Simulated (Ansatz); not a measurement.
Here is the system:

```xyz
2
Lattice="0.0000 2.8373 2.8373 2.8373 0.0000 2.8373 2.8373 2.8373 0.0000" Properties=species:S:1:pos:R:3 pbc="T T T"
Al     0.0000     0.0000     0.0000
As     4.2560     4.2560     4.2560
```

These are HSE06, rigid bands (plane waves, PAW, scalar-relativistic; Ansatz, a first-principles code) values and carry that method's errors. Geometry: cell and atoms relaxed with PBEsol.

What conductivity effective mass do dilute electrons have at 300 K?

0.32 mₑ.

And the band gap?

2.09 eV at this level.

Rigid bands, one relaxation time for all states, no polarons. Spin-orbit coupling is left out; where it splits the top of the valence band it changes the hole mass and lowers the gap by about a third of the splitting. Geometry: cell and atoms relaxed with PBEsol.
